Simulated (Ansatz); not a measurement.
# BeTe with two functionals

The parent structure is BeTe in the zinc blende structure (space group F-43m, No. 216; a = 5.664 Å).

(Cell as relaxed with PBE.)

Levels (all Ansatz, an electronic-structure program, PAW): PBE (420 eV, without spin-orbit coupling); r2SCAN (500 eV, no spin-orbit coupling).

Each level relaxes its own structure.

```csv
quantity,PBE,r2SCAN
volume per atom,22.71 Å³,___
lattice parameter a,5.664 Å,___
band gap,2.03 eV,___
gap character,"indirect, Γ → X",___
electron mass,"1.9 mₑ along k, 0.26 mₑ across",___
"hole mass (degenerate bands, along [100])","0.20, 0.35, 0.35 mₑ",___
```

### Question
Predict the r2SCAN column.

### Answer

- volume per atom, r2SCAN: 22.63 Å³
- lattice parameter a, r2SCAN: 5.657 Å
- band gap, r2SCAN: 2.38 eV
- gap character, r2SCAN: indirect, Γ → X
- electron mass, r2SCAN: 2.1 mₑ along k, 0.25 mₑ across
- hole mass (degenerate bands, along [100]), r2SCAN: 0.21, 0.35, 0.35 mₑ

PBE's volume per atom lies 0.08 Å³ above r2SCAN's (0.4 %); PBE's lattice parameter a lies 0.007 Å above r2SCAN's (0.1 %); PBE's band gap lies 0.35 eV below r2SCAN's; the two agree on the gap character. Neither level is exact; r2SCAN is the comparison here, not a measurement.

With Te present, leaving out spin-orbit coupling can change the band edges. Masses are band curvatures over ±0.01 Å⁻¹ around the edge. Along k means along the line from Γ to the band edge. No phonon test of stability was made.
